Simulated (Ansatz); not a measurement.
Take CaO in the rock salt structure (space group Fm-3m, No. 225) as the base.

```xyz
2
Lattice="0.0000 2.3836 2.3836 2.3836 0.0000 2.3836 2.3836 2.3836 0.0000" Properties=species:S:1:pos:R:3 pbc="T T T"
Ca     0.0000     0.0000     0.0000
O      2.3836     2.3836     2.3836
```

Cartesian axes are those of the cell as printed.

Level of theory: plane-wave PAW DFT at the PBEsol level (Ansatz, a quantum-chemistry and plane-wave program, 420 eV), without spin-orbit coupling.

It is then changed as follows: every lattice vector is stretched by 2.50 %; the atoms relax in the strained cell.

Question: Predict the stress tensor and what it implies for the stiffness.

Answer: Stress of the strained cell less that of the base (GPa, compression positive):
```
  -7.27    0.00    0.00
   0.00   -7.27    0.00
   0.00    0.00   -7.27
```

Then B = −ΔP/(ΔV/V₀) with ΔV/V₀ = 0.0769 gives secant stiffness values (nonlinear terms included at this strain): B ≈ 95 GPa.

As a check, the harmonic strain energy −½ V₀ Δσ:ε is 23 meV/atom; the computed energy rise is 25 meV/atom.

Whether these cells are dynamically stable was not tested.
